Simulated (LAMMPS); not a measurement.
An MD run on a melt of Cu (fcc) with 75 % of Cu sites Au, 2048 atoms, cooled from 1880 K to 300 K at 1e+12 K/s, at zero pressure.

Computed with classical MD, pair style eam, the elements' _u3.eam files (universal-3 set of Foiles, Baskes and Daw) (LAMMPS).

Question: Estimate the most common Au-Au-Cu angle, the energy above the random crystal at 0 K, the most common Au-Cu-Au angle, the enthalpy per atom for this model.

Answer: most common Au-Au-Cu angle: in the 3° bin centred on 55.5° (mean of all 94°); energy above the random crystal at 0 K: 0.030 eV/atom; most common Au-Cu-Au angle: in the 3° bin centred on 61.5° (mean of all 97°); enthalpy per atom: -3.748 eV (one sample).
